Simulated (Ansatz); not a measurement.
**BaAlHO2 (model structure, started from the SrVO2H type, P4/mmm, No. 123, 5 atoms in the cell)**

Level of theory: PBE+SOC in Ansatz (plane waves, PAW).

Run with plane-wave cutoff 520 eV, 10×10×8 k mesh (along the axes of the cell as run), Fermi–Dirac smearing 0.01 eV, PAW data made under PBE.

Cell (relaxed with PBEsol):

```xyz
5
Lattice="3.8166 0.0000 0.0000 0.0000 3.8166 0.0000 0.0000 0.0000 3.9573" Properties=species:S:1:pos:R:3 pbc="T T T"
Ba     1.9083     1.9083     1.9787
Al     0.0000     0.0000     0.0000
O      1.9083     0.0000     0.0000
O      0.0000     1.9083     0.0000
H      0.0000     0.0000     1.9787
```

```yaml
band_gap: 2.69 eV (indirect)
smallest_direct_gap_on_the_k_points_sampled: 3.25 eV
direct gap at Γ: 4.92 eV
```

Note: the relaxation could raise the start's symmetry but not lower it, so the cell can be a saddle point; cell and atoms aren't relaxed at this level (pressure 4.8 GPa).

A model structure was made by putting elements into a prototype or built by hand; it is no filed structure, need not be a known phase, and can be a saddle point held by its symmetry.

Ansatz is a program for electronic structure.
